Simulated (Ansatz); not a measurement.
Hypothetical diamond Ti: response to strain

The reference is Ti in the diamond structure (space group Fd-3m, No. 227; a hypothetical phase, not in the database extracts checked; relaxed with 0.1 eV smearing).

```xyz
2
Lattice="0.0000 2.8504 2.8504 2.8504 0.0000 2.8504 2.8504 2.8504 0.0000" Properties=species:S:1:pos:R:3 pbc="T T T"
Ti     1.4252     1.4252     1.4252
Ti     0.0000     0.0000     0.0000
```

Cartesian axes are those of the cell as printed.

Strains are applied to the cell and any free atomic positions relax; under biaxial strain the out-of-plane vector relaxes too; under stress the whole cell relaxes.

Computed with PBE (Ansatz, a quantum-chemistry and plane-wave program, PAW, scalar-relativistic without spin-orbit coupling).

Notes on the quantities. energy relative to the base: free energy F; pressure: mean of the normal stresses, compression positive.

| variant | energy relative to the base | shortest interatomic distance | pressure |
|---|---|---|---|
| base | 0 meV/atom | 246.9 pm | 0.0 GPa |
| biaxial strain −1.67 %, plane normal [001], relaxed out of plane | -0.236 eV/atom | 276.8 pm | -8.9 GPa |
| biaxial strain −1.64 %, plane normal [001], relaxed out of plane | -0.234 eV/atom | 276.8 pm | -8.9 GPa |
| biaxial strain +1.18 %, plane normal [110], relaxed out of plane | – | 203.9 pm | 11.2 GPa |
| uniaxial strain ε_yy = −4.21 % | -10 meV/atom | 243.4 pm | 1.3 GPa |
| uniaxial stress, 8 GPa tension along z | -1.918 eV/atom | 273.2 pm | – |
| tensor shear ε_yz = +3.00 % | -0.790 eV/atom | 207.6 pm | -3.0 GPa |

A biaxial case was relaxed in a doubled cell and then solved in the primitive one. Beyond what the load breaks, stability against distortions was not tested. All final runs are without spin polarisation. Under biaxial strain −1.67 %, plane normal [001], relaxed out of plane, biaxial strain −1.64 %, plane normal [001], relaxed out of plane and biaxial strain +1.18 %, plane normal [110], relaxed out of plane and more the cell ends below the base's energy or with stress of the wrong sign: the atoms slid into a distortion or the cell is elastically unstable, so the base is not a stable minimum at this level. Ti has a high density of states at the Fermi level and may be magnetic at this level. Under uniaxial stress, 8 GPa tension along z the cell changed shape so far that it is another structure.
